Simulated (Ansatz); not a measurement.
Functionals compared on F on the 1x1 (110) surface of bcc W, one in a 2x2 cell, started at the site 'bridge W-W (span 2.8 Å)', in Ansatz (plane waves, PAW). The structure was relaxed with PBE; the other rows are single points on it, each with its references at the same level. Cutoff 420 eV (500 eV for r2SCAN).

Model: 17-atom slab, 6.6 Å thick at the start under the adsorbate (thin: gaps and levels are the slab's own), 6x6x1 mesh, Fermi-Dirac 0.1 eV, dipole correction, 8 atoms held, the rest relaxed; held to the start's symmetry, so lower structures may exist; no spin, no spin-orbit, no U, no dispersion correction. At the end it is bonded to 2 W. In PBE it is, or lies within 0.03 eV of, the lowest of the starts that converged. These notes are the PBE run's. Adsorption energies are against ½ F2(g). A negative adsorption energy means that the adsorbate is more stable on the surface than in its reference.

```tsv
functional	adsorption energy (eV)	work function of the top face (eV)	change of the work function (eV)	rough cost of the single point
PBE	-3.78	5.03	0.21	–
RPBE	?	?	?	very roughly 2.6 core-minutes
r2SCAN	-4.08	5.11	0.22	roughly 5 core-minutes
```

**Question.** Fill in the missing entries.

**Answer.** 
- RPBE, adsorption energy (eV): -3.58
- RPBE, work function of the top face (eV): 4.89
- RPBE, change of the work function (eV): 0.20

Ansatz is a program for electronic structure.
